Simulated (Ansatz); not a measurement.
Where the default PAW files enter, the runs use the earlier of Ansatz's two default sets.

Inside the gap of an insulator the Bloch states are evanescent, with a wavenumber k + iκ along the transport direction.

```xyz
10
Lattice="4.8050 0.0000 0.0000 2.4025 4.5868 0.0000 2.4025 1.2584 3.9664" Properties=species:S:1:pos:R:3 pbc="T T T"
Al     2.4025     2.7378     0.5866
Al     7.2075     3.1075     3.3798
Al     4.8050     4.7717     1.3966
Al     4.8050     1.0736     2.5699
O      4.0695     2.3345     3.7438
O      5.5405     3.5108     0.2227
O      3.8735     1.4613     0.9916
O      5.7365     4.3839     2.9748
O      6.4720     1.8466     2.2059
O      3.1380     3.9987     1.7605
```

Space group of this cell: R-3c, corundum. The cell is taken as given; by PBEsol its mean pressure is -4.9 GPa.

Transport runs along the normal of the first two printed cell vectors, the (101) plane of the conventional cell.

The gap is the functional's own. No spin-orbit coupling. Mid-gap values are interpolated on the energy grid.

Task: Estimate the band gap and the smallest decay constant κ at mid-gap that PBEsol in Ansatz (a first-principles code) returns for this system.

Result: Gap 5.78 eV on a 8×8×8 mesh; κ = 0.363 1/Å, at the zone centre.
